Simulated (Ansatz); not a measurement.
The reference is Zr in the hcp (Mg type) structure (space group P6_3/mmc, No. 194; a = 3.144 Å, c = 5.093 Å; relaxed with 0.1 eV smearing). Axes: x lies along a and z along c of the hexagonal cell.

Level of theory: Ansatz (a program for electronic structure) LDA, no spin-orbit coupling.

For the base:

- Pressure: 0.0 GPa

Now apply this change: the cell is stretched by 1.00 % along x with no lateral relaxation; the atoms relax in the strained cell.

Task: How does this affect the largest internal atomic displacement?

Result: The largest internal atomic displacement amounts to 0.017 Å.

Task: What happens to the energy relative to the base?

Result: The energy grows by 0.9 meV/atom.

Task: Predict the new pressure.

Result: The pressure (mean of the normal stresses, compression positive) goes from zero to -1.0 GPa.

Whether these cells are dynamically stable was not tested. The final runs are not spin-polarised.
